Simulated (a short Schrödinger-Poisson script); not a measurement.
## MOS inversion layer, SiO2 on p-type Si(100)

System: MOS inversion layer, SiO2 on p-type Si(100), at 300 K.

| layer | material | thickness (nm) | Na (cm⁻³) |
|---|---|---|---|
| 1 | SiO2 | 2.1 | - |
| 2 | Si | 470 | 8.3e17 |

Constants are typed, rounded textbook-type inputs, not results; the design itself was drawn at random and stands for no fabricated device. SiO2: permittivity 3.9, conduction-band edge (eV) 3.15, gap (eV) 9, electron mass (mₑ) 0.5. Si: permittivity 11.7, conduction-band edge (eV) 0, gap (eV) 1.124, Nv at 300 K (cm⁻³) 3.1e19.

Channel valleys (confinement mass, in-plane density-of-states mass, number): Δ2 0.916, 0.19, 2; Δ4 0.19, 0.417, 4. At the gate the conduction-band edge of layer 1 lies 3.35 eV − eVg above the Fermi level of the channel; the field vanishes at the back. Gaps are held at their typed values at every temperature. Mesh 0.03 nm at interfaces.

From a short Schrödinger-Poisson script (our own, NumPy): 1D Poisson equation in equilibrium, electrons quantum, Hartree (BenDaniel-Duke, 12 states a valley, the channel's in-plane mass for all, wave functions free to enter the dielectric), parabolic valleys, classical holes, full ionisation, no traps, pinning or gate leakage.

```
Vg (V)  electrons (cm⁻²)  C (μF/cm²)  Δ2 E0 (meV)  Δ2 E1 (meV)  Δ4 E0 (meV)  Δ4 E1 (meV)
------  ----------------  ----------  -----------  -----------  -----------  -----------
0.2               4.52e6       0.259        367.6        438.6        420.4        536.6
0.4               2.31e9       0.246        204.8        281.4        261.3        387.4
0.6              3.62e11       0.887         72.3        154.5        132.5        266.6
0.8              1.69e12        1.24         28.8        117.4         93.5        232.5
1                3.28e12        1.32          7.6        102.4         76.6        219.6
1.2              4.95e12        1.36         -7.4         93.6         65.8        212.4
1.4              6.66e12        1.39        -19.4         87.4         57.7        207.6
1.6              8.40e12        1.40        -29.9         82.7         50.9        204.1
1.8              1.02e13        1.42        -39.3         78.9         45.1        201.5
2                1.19e13        1.43        -48.0         75.8         39.9        199.5
```

Gate voltages with under 1e6 electrons/cm² are left out.

Subbands count from the Fermi level.
